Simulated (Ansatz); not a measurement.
PtSe2 (1T monolayer start, 27-atom cell) (held in this type by symmetry, stable or not), space group P-3m1.

```yaml
crystal:
  lattice:
    - [11.24466, 0.00000, 0.00000]
    - [-5.62233, 9.73816, 0.00000]
    - [0.00000, 0.00000, 20.00000]
  atoms:
    - { symbol: Pt, position: [0.00000, 0.00000, 0.50000] }
    - { symbol: Pt, position: [0.00000, 0.33333, 0.50000] }
    - { symbol: Pt, position: [0.00000, 0.66667, 0.50000] }
    - { symbol: Pt, position: [0.33333, 0.00000, 0.50000] }
    - { symbol: Pt, position: [0.33333, 0.33333, 0.50000] }
    - { symbol: Pt, position: [0.33333, 0.66667, 0.50000] }
    - { symbol: Pt, position: [0.66667, 0.00000, 0.50000] }
    - { symbol: Pt, position: [0.66667, 0.33333, 0.50000] }
    - { symbol: Pt, position: [0.66667, 0.66667, 0.50000] }
    - { symbol: Se, position: [0.11111, 0.22222, 0.56541] }
    - { symbol: Se, position: [0.11111, 0.55556, 0.56541] }
    - { symbol: Se, position: [0.11111, 0.88889, 0.56541] }
    - { symbol: Se, position: [0.44444, 0.22222, 0.56541] }
    - { symbol: Se, position: [0.44444, 0.55556, 0.56541] }
    - { symbol: Se, position: [0.44444, 0.88889, 0.56541] }
    - { symbol: Se, position: [0.77778, 0.22222, 0.56541] }
    - { symbol: Se, position: [0.77778, 0.55556, 0.56541] }
    - { symbol: Se, position: [0.77778, 0.88889, 0.56541] }
    - { symbol: Se, position: [0.22222, 0.11111, 0.43459] }
    - { symbol: Se, position: [0.22222, 0.44444, 0.43459] }
    - { symbol: Se, position: [0.22222, 0.77778, 0.43459] }
    - { symbol: Se, position: [0.55556, 0.11111, 0.43459] }
    - { symbol: Se, position: [0.55556, 0.44444, 0.43459] }
    - { symbol: Se, position: [0.55556, 0.77778, 0.43459] }
    - { symbol: Se, position: [0.88889, 0.11111, 0.43459] }
    - { symbol: Se, position: [0.88889, 0.44444, 0.43459] }
    - { symbol: Se, position: [0.88889, 0.77778, 0.43459] }
```

Method: PBE (plane waves to 420 eV, PAW; Ansatz, a quantum-chemistry and plane-wave program). Spin–orbit coupling is left out; PBE gaps are too small against experiment. Its k-point mesh 3×3×1, Fermi–Dirac width 0.01 eV.

Question: List the levels next to the gap at Γ of this cell's own (folded) zone, from the top of the valence band (the table ends after a fixed count of bands, which can cut a degenerate set).

Answer: 
| band | E − E_v (eV) |
|---|---|
| v4 | -0.517 |
| v3 | -0.517 |
| v2 | 0.000 |
| v1 | 0.000 |
| c1 | 1.794 |
| c2 | 1.794 |
| c3 | 1.794 |
| c4 | 1.794 |
